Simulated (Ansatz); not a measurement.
CsCl-type TiOs was calculated with LDA (Ansatz, a program for electronic structure, plane waves, PAW).

Numerical settings: plane-wave cutoff 500 eV, 18×18×18 k mesh, Fermi–Dirac smearing 0.1 eV, no spin polarisation, scalar-relativistic PAW data made under PBE.

Computed at the level's own relaxed cell.

Task: Predict the volume per atom and lattice parameter a.

Result: 
volume per atom: 14.04 Å³/atom
lattice parameter a: 3.039 Å

The run finds no gap.

Spin–orbit coupling is not included.

Static lattice: no zero-point or thermal effects.

It cost about 30 core-seconds (a rough figure) of CPU time.
